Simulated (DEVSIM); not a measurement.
## illuminated Si p-on-n cell, one wavelength

Structure: illuminated Si p-on-n cell, one wavelength, at 350 K.

```tsv
layer (left to right)	material	thickness (μm)	Nd (cm⁻³)	Na (cm⁻³)	τn (s)	τp (s)	absorption coefficient (cm⁻¹)
1	Si	0.0960	-	1e18	1.8e-7	1.9e-6	5700
2	Si	250	2.5e15	-	1.3e-5	1.3e-5	5700
```

Left contact: ohmic, minority electron recombination velocity 5000 cm/s. Right contact: ohmic, minority hole recombination velocity 4000 cm/s. Voltage is applied to the left contact. Recombination: SRH at mid-gap, radiative, Auger. Light enters at the left, 2.3e16 photons cm⁻² s⁻¹, one pass, no reflection. Mobility is constant in doping.

Constants are typed, rounded textbook-type inputs, not results; the design itself was drawn at random and stands for no fabricated device. Values at 300 K; Nc and Nv go as T^1.5, mobilities as T to minus their exponent, the gap by Varshni's rule with the affinity fixed.

| parameter | Si |
|---|---|
| gap (eV) | 1.124 |
| affinity (eV) | 4.05 |
| permittivity | 11.7 |
| Nc (cm⁻³) | 2.86e19 |
| Nv (cm⁻³) | 3.1e19 |
| μn (cm²/Vs) | 1417 |
| μp (cm²/Vs) | 470 |
| T exponent of μn | 2.3 |
| T exponent of μp | 2.2 |
| B (cm³/s) | 4.7e-15 |
| Cn (cm⁶/s) | 2.8e-31 |
| Cp (cm⁶/s) | 9.9e-32 |
| Varshni α (eV/K) | 0.000473 |
| Varshni β (K) | 636 |

DEVSIM, 1D drift-diffusion, Boltzmann statistics, complete ionisation; no tunnelling, impact ionisation, image-force lowering or self-heating.

```
Quantity                                                  Result
---------------------------------------------------  -----------
Potential step across the device at zero bias            0.711 V
Largest field in the device at zero bias              61000 V/cm
Dark forward voltage at 1 A/cm²                          0.608 V
Dark forward voltage at 100 A/cm²                        0.941 V
Short-circuit current                                3.65 mA/cm²
Open-circuit voltage                                     0.392 V
Fill factor                                                 0.74
Largest power                                        1.06 mW/cm²
Share of generated pairs collected at short circuit        0.989
```

Current under light (generator sign):

| V (V) | J (mA/cm²) |
|---|---|
| 0.00 | 3.65 |
| 0.04 | 3.65 |
| 0.08 | 3.64 |
| 0.14 | 3.64 |
| 0.18 | 3.64 |
| 0.24 | 3.62 |
| 0.26 | 3.59 |
| 0.28 | 3.55 |
| 0.30 | 3.46 |
| 0.32 | 3.30 |
| 0.34 | 2.98 |
| 0.36 | 2.36 |
| 0.38 | 1.16 |
| 0.40 | -1.12 |

Dark forward current:

(V (V), J (A/cm²)): (0.05, 6.1e-8); (0.15, 1.4e-6); (0.30, 0.00018); (0.40, 0.0047); (0.55, 0.32); (0.65, 2.1); (0.75, 11); (0.90, 70); (1.00, 160); (1.10, 280); (1.25, 530); (1.35, 730); (1.50, 1100); (1.60, 1300)
